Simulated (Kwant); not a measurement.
## In0.53Ga0.47As/InP stack with 1 barrier

Device: In0.53Ga0.47As/InP stack with 1 barrier. One parabolic valley. Leads of mass 0.041 mₑ with the band edge at 0; grid 0.1 nm; bias swept from 0.01 to 0.44931 V, dropping linearly over the stack. Emitter Fermi level 0.039 eV, 77 K, equal in the collector.

```json
[
 {"layer": "1", "thickness (nm)": "6", "band offset (eV)": "0.25", "mass (mₑ)": "0.08"}
]
```

The device is made up for the run: typed textbook-type constants, with dimensions and the other settings drawn at random.

Kwant, one-band effective-mass tight-binding model in one dimension, coherent, no space charge, current by the Tsu-Esaki formula.

| bias (V) | J (A/cm²) |
|---|---|
| 0.01000 | 138 |
| 0.02690 | 322 |
| 0.04379 | 445 |
| 0.06069 | 545 |
| 0.07759 | 648 |
| 0.09448 | 763 |
| 0.1114 | 891 |
| 0.1283 | 1040 |
| 0.1452 | 1210 |
| 0.1621 | 1400 |
| 0.1790 | 1620 |
| 0.1959 | 1890 |
| 0.2128 | 2190 |
| 0.2297 | 2550 |
| 0.2465 | 2980 |
| 0.2635 | 3490 |
| 0.2803 | 4100 |
| 0.2972 | 4830 |
| 0.3141 | 5710 |
| 0.3310 | 6770 |
| 0.3479 | 8070 |
| 0.3648 | 9650 |
| 0.3817 | 11600 |
| 0.3986 | 14000 |
| 0.4155 | 17000 |
| 0.4324 | 20700 |
| 0.4493 | 25200 |
